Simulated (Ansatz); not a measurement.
Amorphous Si24O47H2, 73 atoms at 2.19 g/cm³, one PBE-relaxed geometry, zone centre. Methods: PBE, scalar-relativistic without spin-orbit coupling (Ansatz, an electronic-structure program); r2SCAN, scalar-relativistic without spin-orbit coupling (Ansatz); HSE06, scalar-relativistic without spin-orbit coupling (Ansatz). Plane waves to 420 eV (r2SCAN 500 eV); exact exchange is cut at the cell's faces. The usual formal charges leave 4 electrons over, so the level spacing at the Fermi energy parts defect or band states and needn't be the band gap. At PBE the levels at the filled edge of the gap are localised (band-tail or defect states), and the nearest spread-out levels lie 5.3 eV apart at the zone centre. The higher rungs were started with moments on some atoms, which died out.

The cell was made by melting and quenching with the CHGNet potential and then relaxed with DFT. O atoms were pushed apart under 1.9 Å during the dynamics, to hinder bonds among them. The hot cell started wider than the set density and was brought back towards it in steps. It is the lowest in DFT energy of 2 quenches. It is a model cell: composition and starting density were chosen by hand, and all elements were melted together. No dispersion term was used. Its density started from a set value of 2.19 and ended at 2.19 g/cm³. Cooling (nominally 800 K/ps over its main leg) ran many orders faster than in experiment, which tends to leave more defects and strain. Values belong to this one cell and scatter from quench to quench. The volume was held where the preparation left it and the shape relaxed, at a PBE pressure of -0.2 GPa (tension). Stress components on the final sampling reach 1.1 GPa. On a 2×2×2 Γ-centred mesh force components of up to 0.21 eV/Å stay, since the relaxation ran on the zone centre alone. Cycles of charging lowered its energy after that relaxation.

The relaxation ran on the zone centre alone. At PBE the level spacing at the Fermi energy is 1.52 eV on a 2×2×2 Γ-centred mesh, and the spacing at the zone centre alone 1.67 eV.

### Question
What zone-centre spacing does r2SCAN give, roughly?

### Answer
2.05 eV (+0.38 eV against PBE).

### Question
What zone-centre spacing does HSE06 give, roughly?

### Answer
2.67 eV (+1.00 eV against PBE).

The highest filled and the lowest empty state spread over these numbers of atoms (participation numbers): PBE: 2.6 and 29.3; r2SCAN: 2.5 and 32.7; HSE06: 2.4 and 32.8.
